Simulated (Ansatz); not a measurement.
Where the default PAW files enter, the runs use the earlier of Ansatz's two default sets.

Given:

```
TiO2
1.0
    5.14912     0.00000     0.00000
    0.00000     5.45912     0.00000
    0.00000     0.00000     9.19420
Ti O
8 16
Direct
  0.86209   0.40258   0.37103
  0.13791   0.59742   0.62897
  0.63791   0.90258   0.62897
  0.36209   0.09742   0.37103
  0.36209   0.59742   0.12897
  0.63791   0.40258   0.87103
  0.13791   0.09742   0.87103
  0.86209   0.90258   0.12897
  0.53529   0.38999   0.26971
  0.46471   0.61001   0.73029
  0.96471   0.88999   0.73029
  0.03529   0.11001   0.26971
  0.03529   0.61001   0.23029
  0.96471   0.38999   0.76971
  0.46471   0.11001   0.76971
  0.53529   0.88999   0.23029
  0.18337   0.85119   0.01048
  0.81663   0.14881   0.98952
  0.31663   0.35119   0.98952
  0.68337   0.64881   0.01048
  0.68337   0.14881   0.48952
  0.31663   0.85119   0.51048
  0.81663   0.64881   0.51048
  0.18337   0.35119   0.48952
```

Space group of this cell: Pbca. The cell is taken as given; by r2SCAN its mean pressure is -1.1 GPa.

Calculation: r2SCAN (plane waves, PAW; Ansatz, an electronic-structure program).

The current runs along the normal of the first two printed vectors; no spin-orbit coupling. Scaled by the factor s: the length along the current (ions clamped). Meshes 6×6×4 and 6×6 across the current in all rows.

```json
[
 {"s": "0.97", "mean pressure (GPa)": "6.7", "band gap (eV)": "?"},
 {"s": "1.00", "mean pressure (GPa)": "-1.1", "band gap (eV)": "2.67"},
 {"s": "1.03", "mean pressure (GPa)": "-7.8", "band gap (eV)": "2.55"}
]
```

### Question
Take the slope of the band gap against ln s from the two given rows, extrapolate to s = 0.97, and say what the run there gives.

### Answer
Slope = (2.55 − 2.67) / ln 1.03 = -4.06 eV. The line gives 2.67 + (-4.06) × ln 0.97 = 2.79 eV. The run gives 2.77 eV, 0.02 eV under the line, 19 % of the predicted step.
